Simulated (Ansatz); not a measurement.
Results of RPBE (Ansatz, a quantum-chemistry and plane-wave program, PAW) for fluorite HfO₂ (high-temperature phase).

Settings: plane-wave cutoff 520 eV, 12×12×12 k mesh, Fermi–Dirac smearing 0.01 eV, scalar-relativistic PAW data made under PBE.

Response to compression and expansion:

```
V (Å³/atom)  P (GPa)  direct gap at Γ (eV)  smallest gap on the k mesh (eV)
-----------  -------  --------------------  -------------------------------
10.593         16.38                 4.643                            3.959
10.819         10.34                 4.588                            3.909
11.044          4.90                 4.533                            3.859
11.269          0.01                 4.477                            3.809
11.495         -4.40                 4.420                            3.759
11.720         -8.37                 4.363                            3.709
11.945        -11.94                 4.306                            3.660
```

The fundamental gap (3.81 eV at the equilibrium volume, with added k points) lies elsewhere than Γ–Γ.

Note: symmetry holds this phase in the static calculation, where it need not be a minimum; held by symmetry at 0 K, a high-temperature phase can be a saddle point.

Spin–orbit coupling is not included.
